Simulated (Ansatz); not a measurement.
# What S on a Sn site (antisite), symmetric start does to SnS2

Base system: a 12-atom supercell of SnS₂ in the CdI2 type structure (space group P-3m1, No. 164; a = 3.669 Å, c = 5.806 Å; layered, stacked along the Cartesian z axis) at its relaxed geometry.

The change: one Sn atom is replaced by S, atoms relaxed at fixed cell.

All numbers come from Ansatz (an electronic-structure program) PBE-D3(BJ), no spin-orbit coupling. k-mesh 6×6×6 (Γ-centred); smearing 0.01 eV (Fermi–Dirac).

The largest displacement of a host atom from its site in the perfect cell comes out as 0.09 Å.

Final structure:

```xyz
12
Lattice="7.3388 0.0000 0.0000 -3.6694 6.3556 0.0000 3.6694 6.3556 5.8062" Properties=species:S:1:pos:R:3 pbc="T T T"
S      0.0000     0.0000     0.0000
Sn    -1.8347     3.1778     0.0000
Sn     3.6694     0.0000     0.0000
Sn     1.8347     3.1778     0.0000
S      7.3388     2.0361     1.4347
S      5.4327     5.3375     1.4347
S      3.6694     2.1185     1.4774
S      1.9061     5.3375     1.4347
S      5.4327     7.3736     4.3715
S      3.6694    10.5926     4.3288
S      1.9061     7.3736     4.3715
S      0.0000    10.6751     4.3715
```

Cost of the whole job for the changed cell (relaxation, final SCF and bands): around 4 core-minutes (rough).

The magnetic state is the one reached from the starting moments; the real material's order can differ, and small cells can't hold many antiferromagnetic ones. In so small a cell the defect repeats every few ångströms: this is an ordered compound, not a dilute defect. The defect started on the symmetric site and kept its symmetry, so it may sit on a saddle. Seeded moments were not kept for S on a Sn site (antisite). The defect cell is spin-polarised and ends with 0.0 μB.
